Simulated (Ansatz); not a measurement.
System: BN (R3m, No. 160, 2 atoms in the cell; start mp-13150; a measured phase of this formula has another space group). Method: r²SCAN0 (plane waves, PAW; Ansatz, a first-principles code).

Input file:

Ansatz 0.2 input:
```yaml
crystal:
  lattice:
    - [1.2531014821, 0.7234783152, 3.2957428801]
    - [-1.2531014821, 0.7234783152, 3.2957428801]
    - [0.0, -1.4469571189, 3.2957427729]
  atoms:
    - { symbol: B, position: [0.9996974148, 0.9996974148, 0.9996974148] }
    - { symbol: N, position: [0.3327355852, 0.3327355852, 0.3327355852] }
basis:
  ecutwfc: 520
  ecutrho_ratio: 4
  xc_grid: 3
kpoints:
  mp_grid: { grid: [12, 12, 12] }
  band_path: { path: [[0, 0, 0], [-0.007813, 0.299479, -0.320313]], npoints: 1 }
hamiltonian:
  xc: r2scan0
  dispersion: none
  pseudopotentials: { kind: paw }
scf:
  occupations: { method: fermi_dirac, width: 0.01 }
  convergence: { dr2_threshold: 0.0000000002 }
output:
  forces: true
  stress: true
  eigenvalues: true
  write_bands: true
```

Output (set-up and result lines):

```
WARN output.stress: scf.exx.energy_threshold = 1e-6 eV is looser than the 2e-8 eV advised for a stress under a hybrid functional (1e-8 eV for each atom of the …
Crystal: 2 atoms, lattice volume = 17.927 Å³
Basis set: ecut = 520 eV, 499 PW (Γ), FFT grids on a1−a3, a2−a3, a3, exchange–correlation on 60×60×81 points (27 copies of the dense FFT grid, shifted against one another)
Bands: 8, of which v1, the nominal top of the filled ones, is band 4 counted from 1 (3 counted from 0)
Symmetry: 6 space group operations
Space group: R3m (ITA 160), of the structure as read, at distance tolerance 2.6e-5 Å
k-points: 189 of 1728 (time reversal used)
Functional: x = r2scan, c = r2scan; τ floored in thin density (d = 2e-4 eV/Å³), warm-up for x = 0.75 r2scan + 0.25 exact, c = r2scan; τ floored in thin density (d = 2e-4 eV/Å³)
SCF iter   1: F=—  HF=-544.057857 eV  |F-HF|=—  |Δ(HF+E_count)|=         —  Δρ=8.55e-3  dr2=9.38e-3  dr2_τ=3.40e-1
SCF iter   2: F=-544.122726 eV  HF=-544.123004 eV  |F-HF|=2.78e-4  |Δ(HF+E_count)|=   6.51e-2  Δρ=5.12e-3  dr2=2.02e-3  dr2_τ=1.47e-4
Crystal: 2 atoms, lattice volume = 17.927 Å³
Initial density: handed on by an earlier stage of this run
Functional: x = 0.75 r2scan + 0.25 exact, c = r2scan; τ floored in thin density (d = 2e-4 eV/Å³)
  ...
Crystal: 2 atoms, lattice volume = 17.927 Å³
SCF iter   3: F=—  HF=-543.892690 eV  |F-HF|=—  |Δ(HF+E_count)|=  1.24e-10  Δρ=4.90e-6  dr2=8.39e-10  dr2_τ=1.95e-10
SCF iter   4: F=-543.892690 eV  HF=-543.892690 eV  |F-HF|=3.18e-12  |Δ(HF+E_count)|=   1.89e-9  Δρ=3.52e-7  dr2=1.54e-11  dr2_τ=2.90e-12
SCF 3 converged in 4 iterations: F = -543.892690 eV  dr2 = 1.54e-11
Free energy (F): -543.892690 eV
Internal energy: -543.892690 eV  (E = F + TS)
E sigma→0 (E₀):  -543.892690 eV
Fermi energy:    6.706454 eV
--- Stress (GPa, compression-positive) ---
       -7.593944      -0.000000      -0.000000
       -0.000000      -7.593944      -0.000000
       -0.000000      -0.000000       1.118184
  P = ⅓ Tr σ = -4.6899 GPa (-46.899 kbar)
```

The PAW data were made under PBE.

Note: cell and atoms aren't relaxed at this level (pressure -4.7 GPa). Note: the cell has widely spaced layers and the level no dispersion term, so their spacing and the moduli can rest on weak binding.

A start named mp-… is a Materials Project structure, which need not be a measured phase.
